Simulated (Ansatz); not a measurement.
The reference is CaC2 (space group C2/c, No. 15; a cell from a computed database, its experimental status unchecked).

```
CELL_PARAMETERS angstrom
      3.26011    -2.04177     0.00000
      3.26011     2.04177     0.00000
     -2.01923     0.00000     7.00570
ATOMIC_POSITIONS crystal
  Ca 0.17201 0.82799 0.75000
  Ca 0.82799 0.17201 0.25000
  C  0.42483 0.14540 0.56077
  C  0.57517 0.85460 0.43923
  C  0.85460 0.57517 0.93923
  C  0.14540 0.42483 0.06077
```

Cartesian axes are those of the cell as printed.

One thing is altered: strain tensor (xx, yy, zz, yz, xz, xy) = (−0.81, −0.63, −1.81, −0.80, +0.27, −0.28) %, atoms relaxed at fixed cell.

Levels (all Ansatz, a quantum-chemistry and plane-wave program, PAW): PBEsol (420 eV, spin-orbit coupling left out); r2SCAN (500 eV, no spin-orbit coupling).

The geometry is relaxed with PBEsol.

- PBEsol smallest direct gap = 2.30 eV
- PBEsol lowest conduction level above the VBM at special points = T 1.57 eV; V 2.40 eV; U 2.45 eV; R 3.02 eV
- PBEsol gap character = indirect, k = (0.200, -0.200, 0) in the run's primitive reciprocal basis → T

What does r2SCAN give at this geometry for the smallest direct gap, lowest conduction level above the VBM at special points and gap character?

The smallest direct gap rises by 0.444 eV (2.30 eV → 2.75 eV); the lowest conduction level above the VBM at special points goes from T 1.57 eV; V 2.40 eV; U 2.45 eV; R 3.02 eV to T 2.03 eV; V 2.89 eV; U 2.94 eV; R 3.49 eV; the gap character remains indirect, k = (0.200, -0.200, 0) in the run's primitive reciprocal basis → T.

Single points use the geometry relaxed with PBEsol. No phonon test of stability was made. k-point labels follow each cell's own Brillouin zone.
